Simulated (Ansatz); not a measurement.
Base system: BN in the wurtzite structure (space group P6_3mc, No. 186).

```yaml
crystal:
  lattice:
    - [2.55452, 0.00000, 0.00000]
    - [-1.27726, 2.21228, 0.00000]
    - [0.00000, 0.00000, 4.22456]
  atoms:
    - { symbol: B, position: [0.33333, 0.66667, 0.00019] }
    - { symbol: B, position: [0.66667, 0.33333, 0.50019] }
    - { symbol: N, position: [0.33333, 0.66667, 0.37481] }
    - { symbol: N, position: [0.66667, 0.33333, 0.87481] }
```

Cartesian axes are those of the cell as printed.

All numbers come from Ansatz (a program for electronic structure) PBE, scalar-relativistic without spin-orbit coupling.

Strains are applied to the cell and any free atomic positions relax; under biaxial strain the out-of-plane vector relaxes too.

One change was made to it. Results:

The band gap shrinks by 0.05 eV to 5.18 eV; the shortest interatomic distance decreases by 0.008 Å to 1.559 Å; the width of the top valence band increases by 0.046 eV (5.37 eV → 5.41 eV).

Which change produced these results?
(A) biaxial strain −3.00 %, plane normal [001], relaxed out of plane
(B) biaxial strain −0.60 %, plane normal [001], relaxed out of plane
(C) biaxial strain −1.20 %, plane normal [001], relaxed out of plane

B, biaxial strain −0.60 %, plane normal [001], relaxed out of plane. For comparison, the band gap in the other runs: biaxial strain −1.20 %, plane normal [001], relaxed out of plane gives 5.12 eV; biaxial strain −3.00 %, plane normal [001], relaxed out of plane gives 4.92 eV.

Gaps are Kohn–Sham eigenvalue differences; semilocal functionals usually give less than the measured gap. No phonon test of stability was made.
